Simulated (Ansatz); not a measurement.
Ansatz (a first-principles code) run on FeAl (Pm-3m, 2 atoms in the cell): self-consistent single point.

Method: revPBE, default PAW files made with PBE (plane waves; Ansatz).

```xyz
2
Lattice="2.9100 0.0000 0.0000 0.0000 2.9100 0.0000 0.0000 0.0000 2.9100" Properties=species:S:1:pos:R:3 pbc="T T T"
Al     1.4550     1.4550     1.4550
Fe     0.0000     0.0000     0.0000
```

Reference input (self-consistent single point, DFT, revPBE, plane waves, default PAW files made with PBE): kpoints.mp_grid.grid = 15 15 15; hamiltonian.xc = revpbe; hamiltonian.pseudopotentials = {kind: paw} (the program's default PAW files); scf.occupations.method = cold; scf.occupations.width = 0.272 eV. This run's input differs from it in these lines:

Ansatz 0.2 input:
```diff
@@ -8,2 +8,4 @@
     - { symbol: Fe, position: [0.00000000, 0.00000000, 0.00000000] }
+basis:
+  ecutwfc: 545.0
 kpoints:
```

The program printed (abridged):

```
SCF iter   1: F=—  HF=-5024.033257 eV  |F-HF|=—  |Δ(HF+E_count)|=         —  Δρ=1.92e-3  dr2=4.64e-4  ethr=1.77e-3  ⟨swp⟩=4.0  Hψ=7639  notcnv=0
all-band conjugate gradients solve this SCF's bands
preconditioner: auto → none
SCF iter   2: F=—  HF=-5024.033509 eV  |F-HF|=—  |Δ(HF+E_count)|=   2.52e-4  S|Δr|=    0.00e0  Δρ=1.61e-3  dr2=4.51e-4  ethr=2.44e-6  ⟨swp⟩=2.1  Hψ=3773  notcnv=0
SCF iter   3: F=—  HF=-5024.033536 eV  |F-HF|=—  |Δ(HF+E_count)|=   2.73e-5  S|Δr|=    0.00e0  Δρ=3.69e-4  dr2=1.51e-5  ethr=2.37e-6  ⟨swp⟩=1.1  Hψ=1718  notcnv=0
SCF iter   4: F=—  HF=-5024.033537 eV  |F-HF|=—  |Δ(HF+E_count)|=   1.45e-6  S|Δr|=    0.00e0  Δρ=5.73e-5  dr2=4.91e-7  ethr=7.97e-8  ⟨swp⟩=2.2  Hψ=2744  notcnv=0
SCF iter   5: F=-5024.033538 eV  HF=-5024.033538 eV  |F-HF|=1.59e-9  |Δ(HF+E_count)|=   4.97e-8  S|Δr|=    0.00e0  Δρ=7.32e-6  dr2=5.86e-9  ethr=5.26e-10  ⟨swp⟩=5.2  Hψ=7725  notcnv=0
SCF 1 converged in 5 iterations: F = -5024.033538 eV  dr2 = 5.86e-9
Stability not checked (fill_not_monotonic)
Free energy (F): -5024.033538 eV
Internal energy: -5024.078412 eV  (E = F + TS)
E sigma→0 (E₀):  -5024.048496 eV
Entropy (-TS):   0.044875 eV (22.437 meV/atom)
Fermi energy:    13.419103 eV
--- Forces (eV/Å), atoms counted from 1 ---
  atom   1  Al    -0.00000000    -0.00000000    -0.00000000
  atom   2  Fe    -0.00000000     0.00000000     0.00000000
--- Stress (GPa, compression-positive) ---
       -4.543554      -0.000000      -0.000000
       -0.000000      -4.543554       0.000000
        0.000000       0.000000      -4.543554
  P = ⅓ Tr σ = -4.5436 GPa (-45.436 kbar)
  The stress holds the Pulay correction. Without it, at fixed plane waves, as pw.x and ABINIT print it: P = -4.5709 GPa
```

The run converged in 5 iterations. Against the reference run the free energy drops by 1.9 meV/atom and the pressure stays at -4.54 GPa.

The starting cell has typed, rounded lattice constants, without a prior relaxation at this level. Spin polarisation is off. Ansatz's pressure includes its estimate of the finite-basis (Pulay) stress.
